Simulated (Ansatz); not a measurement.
SiO2 (model structure, started from the CdI2 type, P-3m1, No. 164, 3 atoms in the cell) was calculated with PBEsol (PAW; Ansatz, a first-principles code).

Settings: plane-wave cutoff 500 eV, 18×18×10 k mesh (along the axes of the cell as run), Fermi–Dirac smearing 0.05 eV, scalar-relativistic PAW data made under PBE.

Cell (relaxed at this level):

```cif
data_O2Si
_chemical_formula_sum 'Si1 O2'
_space_group_name_H-M_alt 'P 1'
_space_group_IT_number 1
_cell_length_a 2.67868
_cell_length_b 2.67868
_cell_length_c 5.46410
_cell_angle_alpha 90.000
_cell_angle_beta 90.000
_cell_angle_gamma 120.000
loop_
_space_group_symop_operation_xyz
  'x, y, z'
loop_
_atom_site_label
_atom_site_type_symbol
_atom_site_fract_x
_atom_site_fract_y
_atom_site_fract_z
_atom_site_occupancy
Si1 Si 0.00000 0.00000 0.00000 1
O1 O 0.33333 0.66667 0.16700 1
O2 O 0.66667 0.33333 0.83300 1
```

**Question.** Estimate the band gap that the calculation returns.

**Answer.** 
* **band gap**: 6.49 eV (on the SCF k mesh)

Note: the relaxation could raise the start's symmetry but not lower it, so the cell can be a saddle point; the cell has widely spaced layers and the level no dispersion term, so their spacing and the moduli can rest on weak binding.

Static lattice: no zero-point or thermal effects.

Computing time: around 3 core-minutes (rough).

A model structure was made by putting elements into a prototype or built by hand; it is no filed structure, need not be a known phase, and can be a saddle point held by its symmetry.
